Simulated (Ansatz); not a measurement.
Here is the system:

```
Ge
1.0
    0.00000     2.75415     2.75415
    2.75415     0.00000     2.75415
    2.75415     2.75415     0.00000
Ge
2
Direct
  0.50000   0.50000   0.50000
  0.75000   0.75000   0.75000
```

A single point on Ge with a change (pressure 7.5 GPa), its geometry relaxed with PBEsol.

The values are results of HSE06 (Ansatz, a program for electronic structure, PAW, spin-orbit coupling included), not measurements. Γ-centred 6×6×6 mesh, Fermi–Dirac width 0.01 eV.

Problem. What is the computed band gap?

Solution. 0.84 eV.

Problem. Predict the valence-band top at Γ (three highest Kramers pairs, from the VBM).

Solution. 0.00, 0.00, -0.33 eV.

Single points use the geometry relaxed with PBEsol. HSE06 gaps are upper bounds (no full band path). Load acts through the strain it causes; cell and atoms are relaxed under it. Stability against distortions was not tested. Tetrahedral semiconductors of this kind turn to denser phases somewhere between about 1 and 50 GPa; those were not computed, so compressed cells here can lie past the real transition. The cell was made from Ge in the diamond structure (space group Fd-3m, No. 227) by this change: pressure 7.5 GPa.
